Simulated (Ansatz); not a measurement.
**A computed series for Pd: pressure series**

The reference is Pd in the fcc (Cu type) structure (space group Fm-3m, No. 225; a = 3.876 Å).

Cell and atoms are relaxed at each pressure.

All numbers come from PBEsol, PAW, 420 eV (Ansatz, an electronic-structure program; no spin-orbit coupling).

Notes on the quantities. enthalpy: H = E + PV relative to the base's energy.

```csv
change,volume per atom,enthalpy
base,14.55 Å³,–
pressure −2 GPa,14.70 Å³,-0.18 eV/atom
pressure −1 GPa,14.63 Å³,-0.09 eV/atom
pressure 0.9 GPa,14.49 Å³,+0.08 eV/atom
pressure 2.1 GPa,14.41 Å³,+0.19 eV/atom
pressure 4.5 GPa,(withheld),+0.40 eV/atom
pressure 9 GPa,13.99 Å³,+0.80 eV/atom
pressure 15 GPa,(withheld),+1.32 eV/atom
pressure 22.5 GPa,13.34 Å³,+1.95 eV/atom
pressure 30 GPa,13.05 Å³,+2.57 eV/atom
```

**Question.** Complete the table.

**Answer.** 
- pressure 4.5 GPa, volume per atom: 14.25 Å³
- pressure 15 GPa, volume per atom: 13.68 Å³

Load acts through the strain it causes; cell and atoms are relaxed under it. No phonon test of stability was made. No other phases were tried under pressure. The final runs are not spin-polarised.
